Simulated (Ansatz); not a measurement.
**HfB2, response to strain**

Start from HfB2 (space group P6/mmm, No. 191; a = 3.128 Å, c = 3.446 Å; relaxed with 0.1 eV smearing). Axes: x lies along a and z along c of the hexagonal cell.

Strains are applied to the cell and any free atomic positions relax.

Calculations: Kohn–Sham DFT with the PBEsol functional, run in Ansatz (a quantum-chemistry and plane-wave program) with PAW and 420 eV plane waves, spin-orbit coupling left out.

Candidates:
(a) uniaxial strain ε_zz = +0.50 %
(b) uniaxial strain ε_zz = +1.00 %
(c) uniaxial strain ε_zz = −3.00 %
(d) uniaxial strain ε_zz = +2.00 %

Notes on the quantities. energy relative to the base: free energy F.

### Question
Order them by energy relative to the base, highest first.

### Answer
(c) uniaxial strain ε_zz = −3.00 % (+13 meV/atom), (d) uniaxial strain ε_zz = +2.00 % (+5.5 meV/atom), (b) uniaxial strain ε_zz = +1.00 % (+1.4 meV/atom), (a) uniaxial strain ε_zz = +0.50 % (+0.4 meV/atom)

Whether these cells are dynamically stable was not tested. The final runs are not spin-polarised.
